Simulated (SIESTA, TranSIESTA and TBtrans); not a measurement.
Run with TranSIESTA and TBtrans (open boundaries, self-consistent; PseudoDojo norm-conserving potentials, scalar-relativistic): Spin polarized, PAO.BasisSize DZP, PAO.EnergyShift 0.15 eV, XC.Authors PBE, Mesh.Cutoff 200 Ry, ElectronicTemperature 300 K, TS.Voltage 0.0 eV, TBT.Elecs.Eta 0.001 eV.

System: Fe chain with one bond stretched by 2.5 Å. Leads: straight Fe chain, spacing 2.25 Å. Geometry: as built, not relaxed.

Task: Predict: conductance at 300 K (G0 = 2e²/h); thermopower (μV/K); mean T from −0.5 to 0.5 eV; spin polarisation of the conductance, (up − down)/(up + down).

Result: conductance at 300 K (G0 = 2e²/h): 0.19; thermopower (μV/K): -2.7; mean T from −0.5 to 0.5 eV: 0.20; spin polarisation of the conductance, (up − down)/(up + down): 0.29. The magnetic order of the leads was set by the start, and no other order was tried; the separate lead runs end at 3.39 (left) and 3.39 (right) μB an atom. The straight chain is held at its spacing; free chains may zigzag or dimerise.
